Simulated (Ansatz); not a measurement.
The parent structure is CdSe in the zinc blende structure (space group F-43m, No. 216).

```
CELL_PARAMETERS angstrom
      0.00000     3.09821     3.09821
      3.09821     0.00000     3.09821
      3.09821     3.09821     0.00000
ATOMIC_POSITIONS crystal
  Cd 0.00000 0.00000 0.00000
  Se 0.25000 0.25000 0.25000
```

Method: PBE in Ansatz (plane waves to 420 eV, PAW, without spin-orbit coupling).

For the base:

The gap character is direct at Γ. The band gap comes out as 0.49 eV.

Now apply this change: the cell is scaled by 1.0050 in all directions, atoms relaxed at fixed cell.

Q: Estimate the effect on the gap character and band gap.

A: The gap character is still direct at Γ; the band gap drops by 0.03 eV, from 0.49 eV to 0.46 eV.

The cells carry an imposed strain or load. Whether these cells are dynamically stable was not tested.

Ansatz is a quantum-chemistry and plane-wave program.
